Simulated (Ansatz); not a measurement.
**hexagonal WC (1 0 0) on zinc-blende AlAs (0 0 1) (film strained to the substrate, started from cuts of the bulks and a machine-learned relaxation; slabs Al5As6 and W8C8, which can lie off the formulas)**

A periodic stack without vacuum, hexagonal WC (1 0 0) on zinc-blende AlAs (0 0 1) (film strained to the substrate, started from cuts of the bulks and a machine-learned relaxation; slabs Al5As6 and W8C8, which can lie off the formulas): substrate slab Al5As6, film W8C8, surface cells [[1, 0], [1, 1]] and [[-1, 1], [-1, -1]], film strained by -2.0 and +0.6 %, outermost planes As/As and W/C as cut, which need not be the usual terminations and can put a slab off its formula.

The start was prepared with a machine-learned potential, and the result is one local minimum, with the in-plane cell held and forces under 0.04 eV/Å; the film can end far from its bulk form.

Calculation: PBE (plane waves to 420 eV, PAW; Ansatz, a quantum-chemistry and plane-wave program). Scalar-relativistic, without spin–orbit coupling; the runs are not spin-polarised. Its k-point mesh 8×8×1, Fermi–Dirac width 0.05 eV.

* **interface area**: 16.4 Å²
* **period**: 26.28 Å
* **heights between the nearest atoms of the two slabs at the two interfaces**: 1.83 and 1.60 Å
* **As–W contacts across the interfaces within 1.22 times the sum of covalent radii**: 6, mean 2.74 Å
* **As–C contacts across the interfaces within 1.22 times the sum of covalent radii**: 2, mean 2.13 Å
* **Al–W contacts across the interfaces within 1.22 times the sum of covalent radii**: 1, mean 3.38 Å
* **estimate of the barrier**: withheld, since the two interfaces are unlike

```
CELL_PARAMETERS angstrom
      4.05036     0.00055     0.05597
      0.00044     4.05012    -0.07132
     -0.30587     0.54064    26.27328
ATOMIC_POSITIONS crystal
  Al 0.98014 0.97724 0.19306
  Al 0.48564 0.47321 0.08354
  Al 0.97713 0.97350 0.41105
  Al 0.47860 0.47558 0.30201
  Al 0.47615 0.47233 0.51963
  As 0.98405 0.47819 0.13810
  As 0.46651 0.97258 0.02558
  As 0.97778 0.47461 0.35642
  As 0.47940 0.97650 0.24740
  As 0.97560 0.47122 0.57727
  As 0.47636 0.97316 0.46567
  W  0.47329 0.46993 0.64821
  W  0.97323 0.96994 0.64708
  C  0.47289 0.96973 0.67871
  C  0.97247 0.46934 0.68060
  W  0.72051 0.71925 0.74379
  W  0.22318 0.21710 0.74377
  C  0.72159 0.21795 0.77611
  C  0.22105 0.71727 0.77612
  W  0.97026 0.96631 0.84019
  W  0.47030 0.46634 0.84051
  C  0.96993 0.46572 0.87252
  C  0.46986 0.96592 0.87231
  W  0.21692 0.21812 0.93664
  W  0.72140 0.71240 0.93668
  C  0.22318 0.72067 0.96460
  C  0.71455 0.20685 0.96478
```
